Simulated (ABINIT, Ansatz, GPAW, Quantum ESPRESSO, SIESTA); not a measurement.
One structure in several programs: HfO₂ (Fm-3m, 3 atoms in the cell)

Self-consistent single point.

```yaml
crystal:
  lattice:
    - [0.00000, 2.47255, 2.47255]
    - [2.47255, 0.00000, 2.47255]
    - [2.47255, 2.47255, 0.00000]
  atoms:
    - { symbol: Hf, position: [0.00000, 0.00000, 0.00000] }
    - { symbol: O, position: [0.75000, 0.75000, 0.75000] }
    - { symbol: O, position: [0.25000, 0.25000, 0.25000] }
```

Shared settings, as Ansatz (a quantum-chemistry and plane-wave program) writes them: kpoints.mp_grid.grid = 2 2 2; scf.occupations.method = fixed. Potentials and cutoffs stand in the table.

| code | model | pressure (GPa) | gap on the mesh (eV) | cutoff |
|---|---|---|---|---|
| Ansatz | PBE, PAW files | 32.11 | 3.772 | default |
| SIESTA | GGA PBE, numerical atomic orbitals TZP, PseudoDojo PBE standard norm-conserving potentials (rewritten from UPF to PSML) | 32.44 | 3.545 | grid 300 Ry |
| GPAW | PBE, GPAW PAW datasets PBE (gpaw-data 1.0.1) | – | 3.771 | 950 eV |
| ABINIT | PBE, norm-conserving pseudopotentials (PseudoDojo nc-sr-05 PBE standard) | 29.13 | 3.846 | 42 Ha |
| Quantum ESPRESSO | PBE, PseudoDojo standard norm-conserving (PBE) pseudopotentials | 29.14 | 3.846 | 85 Ry |

A dash marks a value that a program does not give, or that is left out as unsure.

Gaps are read on the mesh.

On Ansatz's run: spin-orbit coupling is off.

The spread over the programs that give each value: pressure within 3.31 GPa; gap on the mesh within 0.301 eV.

SIESTA uses small atom-centred bases, whose incompleteness enters pressures, forces and empty levels differently from a plane-wave cutoff. Ansatz's pressure is given at a fixed set of plane waves, as the other plane-wave codes print theirs; with its correction for the finite basis it is 32.82 GPa (the shift of 0.71 GPa shows how far the cutoff is from converged). The pressure of GPAW is left out: its cutoff lies under the one at which its stress was checked. In the pressure, Ansatz (by 2.96) and SIESTA (by 3.30) lie more than 1 GPa from the median of the plane-wave programs. In the gap, SIESTA (by 0.263) lies more than 0.12 eV from the median of the plane-wave programs.

On the base mesh (12 12 12) the same programs gave: Ansatz pressure 26.64 GPa, gap on the mesh 3.965 eV; Quantum ESPRESSO pressure 23.82 GPa, gap on the mesh 4.039 eV; ABINIT pressure 23.81 GPa, gap on the mesh 4.039 eV; GPAW gap on the mesh 3.992 eV; SIESTA pressure 27.29 GPa, gap on the mesh 3.853 eV.

The values differ from the base mesh's, so the mesh still matters here: the table compares the programs at equal settings.

The starting cell comes from a database of computed structures (which also holds hypothetical and non-ambient phases and stackings), without a prior relaxation at this level. Its lattice was rescaled by a random factor within 2.5 % of one.

Left out of this page: CP2K (on another mesh); Elk (not drawn, or without a comparable value).

Keys are those of Ansatz 0.2.
